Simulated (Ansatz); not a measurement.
## Effect of tensor shear ε_xz = +1.96 % on WS2

Take WS$_{2}$ in the 2H-MoS2 type structure (space group P6_3/mmc, No. 194; a = 3.170 Å, c = 12.492 Å; layered, stacked along the Cartesian z axis) as the base. Axes: x lies along a and z along c of the hexagonal cell.

The change: tensor shear ε_xz = +1.96 % (engineering shear γ = 0.0392); the atoms relax in the strained cell.

All numbers come from r2SCAN+rVV10 in Ansatz (plane waves to 500 eV, PAW, no spin-orbit coupling). Γ-centred 12×12×3 mesh, Fermi–Dirac width 0.05 eV.

```csv
quantity,base,changed,shift
space group,P6_3/mmc (No. 194),C2/c (No. 15),–
energy relative to the base (free energy F),0 meV/atom,+1.3 meV/atom,+1.3 meV/atom
"pressure (mean of the normal stresses, compression positive)",0.00 GPa,0.08 GPa,+0.08 GPa
band gap,1.13 eV,1.13 eV,0.00 eV
gap character,–,"indirect, Γ → k = (0.167, 0.167, 0) in the run's primitive reciprocal basis",–
smallest direct gap,1.90 eV,1.90 eV,0.00 eV
"valence-band top at Γ (three highest levels, from the VBM)","0.00, -1.17, -1.71 eV","0.00, -1.18, -1.71 eV",–
largest internal atomic displacement,–,0.063 Å,–
"stress (xx, yy, zz, yz, xz, xy; compression positive)",–,"(-0.01, 0.07, 0.19, 0.00, -0.57, 0.00) GPa",–
```

Cost of the whole job for the changed cell (relaxation, final SCF and bands): about 7 core-minutes (a rough figure).

Spin-orbit coupling, missing from the scalar runs, can matter with W. Stability against distortions was not tested. k-point labels follow each cell's own Brillouin zone.

Ansatz is a program for electronic structure.
